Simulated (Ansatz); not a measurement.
Consider the following.

```yaml
crystal:
  lattice:
    - [0.00000, 2.81540, 2.81540]
    - [2.81540, 0.00000, 2.81540]
    - [2.81540, 2.81540, 0.00000]
  atoms:
    - { symbol: Ga, position: [0.00000, 0.00000, 0.00000] }
    - { symbol: As, position: [0.25000, 0.25000, 0.25000] }
```

No spin polarisation.

Computed with LDA (Ansatz, an electronic-structure program; PAW; 420 eV plane waves; no spin-orbit coupling). Γ-centred 10×10×10 mesh, Fermi–Dirac width 0.05 eV.

Q: What gap character does the calculation give?

A: Direct at Γ.

Q: Predict the electron mass.

A: 0.023 mₑ (at Γ).

The cells carry an imposed strain or load. Effective masses come from finite differences of ±0.01 Å⁻¹. No phonon test of stability was made. The cell was made from GaAs in the zinc blende structure (space group F-43m, No. 216) by this change: isotropic strain +0.50 %.
